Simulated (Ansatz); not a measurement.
An Ansatz (a quantum-chemistry and plane-wave program) run: AgCl with a change (tensor shear ε_xy = +1.14 %); PBEsol (Ansatz), no SOC.

Input:

Ansatz 0.2 input:
```yaml
crystal:
  lattice:
    - [0.0310506522, 2.7237414207, 2.7237414207]
    - [2.7237414207, 0.0310506522, 2.7237414207]
    - [2.7547920729, 2.7547920729, 0]
  atoms:
    - { symbol: Ag, position: [0, 0, 0] }
    - { symbol: Cl, position: [0.5, 0.5, 0.5] }
basis: { ecutwfc: 420, ecutrho_ratio: 4, xc_grid: 2, fft_grid_basis: typed }
kpoints: { mp_grid: { grid: [10, 10, 10] } }
hamiltonian:
  xc: pbesol
  dispersion: none
  pseudopotentials: { kind: paw }
scf: { occupations: { method: fermi_dirac, width: 0.05 }, convergence: { dr2_threshold: 0.0000000002 } }
relax: { f_tol: 0.005, max_steps: 50 }
output: { forces: true, stress: true }
checkpoint: { write: state.ck, write_every: 1000 }
```

Output (explanatory and most iteration lines left out):

```
Relaxation: its limit of steps is 50 (relax.max_steps)
Pseudopotential: Ag, paw, valence charge 19
Pseudopotential: Cl, paw, valence charge 7
Crystal: 2 atoms, lattice volume = 40.408 Å³
Basis set: ecut = 420 eV, 789 PW (Γ), exchange–correlation on 54×54×54 points (8 copies of the dense FFT grid, shifted against one another)
Bands: 17, of which v1, the nominal top of the filled ones, is band 13 counted from 1 (12 counted from 0)
Symmetry: 8 space group operations
Space group: Immm (ITA 71), of the structure as read, at distance tolerance 3.4e-5 Å
k-points: 171 of 1000
Functional: x = pbesol(κ = 0.804, μ = 0.12345679012345678), c = pbesol(β = 0.046)
SCF iter   1: F=—  HF=-8583.813014 eV  |F-HF|=—  |Δ(HF+E_count)|=         —  Δρ=7.94e-3  dr2=2.71e-2  ethr=1.77e-3  ⟨swp⟩=5.8  Hψ=14044  notcnv=0
SCF iter   2: F=—  HF=-8583.805138 eV  |F-HF|=—  |Δ(HF+E_count)|=   7.88e-3  Δρ=2.38e-3  dr2=1.11e-3  ethr=1.04e-4  ⟨swp⟩=2.1  Hψ=6306  notcnv=0
SCF 1 converged in 7 iterations: F = -8583.804794 eV  dr2 = 5.71e-11
relax step   1: F+E_penalty+E_count = -8583.80479372 eV  Δ(F+E_penalty+E_count) = +0.000e0 eV  max|allowed force component| = 9.466e-30 eV/Å  Δτ_max = 0.0000 Å  (7 SCF iters, accepted)
SCF converged after 7 iterations
Free energy (F): -8583.804794 eV
Internal energy: -8583.804787 eV  (E = F + TS)
E sigma→0 (E₀):  -8583.804790 eV
Entropy (-TS):   -0.000007 eV (-0.003 meV/atom)
Fermi energy:    9.384950 eV
--- Forces (eV/Å), atoms counted from 1 ---
  atom   1  Ag     0.00000000    -0.00000000     0.00000000
  atom   2  Cl     0.00000000     0.00000000     0.00000000
--- Stress (GPa, compression-positive) ---
       -0.001651      -0.106855      -0.000000
       -0.106855      -0.001651      -0.000000
       -0.000000      -0.000000      -0.006674
  P = ⅓ Tr σ = -0.0033 GPa (-0.033 kbar)
--- Relaxed structure (1 steps of the walk, 1 accepted, 0 SCFs on fresh bases) ---
  atoms:
    - { symbol: Ag, position: [0.0, 0.0, 0.0] }
    - { symbol: Cl, position: [0.49999999999999994, 0.49999999999999994, 0.5] }
```

The cells carry an imposed strain or load. Whether these cells are dynamically stable was not tested. The cell was made from AgCl in the rock salt structure (space group Fm-3m, No. 225) by this change: tensor shear ε_xy = +1.14 %.
